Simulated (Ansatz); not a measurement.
Take BaTiO₃ in the cubic perovskite structure (space group Pm-3m, No. 221; a = 3.970 Å) as the base.

Level of theory: PBEsol (Ansatz, a quantum-chemistry and plane-wave program, PAW, no spin-orbit coupling).

Before the change:

| Property | Result |
|---|---|
| Band gap | 1.82 eV |
| Lattice parameter a | 3.970 Å |
| Width of the top valence band | 0.98 eV |
| Gap character | indirect, R → Γ |

The change: a hydrostatic pressure of 60 GPa.

### Question
What does the calculation give for the band gap, lattice parameter a, hole mass, width of the top valence band and gap character after the change?

### Answer
The band gap grows by 0.11 eV, from 1.82 eV to 1.93 eV; the lattice parameter a decreases by 0.267 Å, from 3.970 Å to 3.703 Å; the hole mass (degenerate bands, along [100]) comes out as 0.29, 0.88, 0.88 mₑ (at Γ); the width of the top valence band rises by 0.30 eV (0.98 eV → 1.28 eV); the gap character goes from indirect, R → Γ to direct at Γ.

Load acts through the strain it causes; cell and atoms are relaxed under it. Effective masses come from finite differences of ±0.01 Å⁻¹. Stability against distortions was not tested. Competing high-pressure phases were not computed. All final runs are without spin polarisation. Many cubic perovskites are stable only at high temperature; tilts and polar distortions were not tested. This is not the structure that BaTiO3 has at room temperature and ambient pressure.
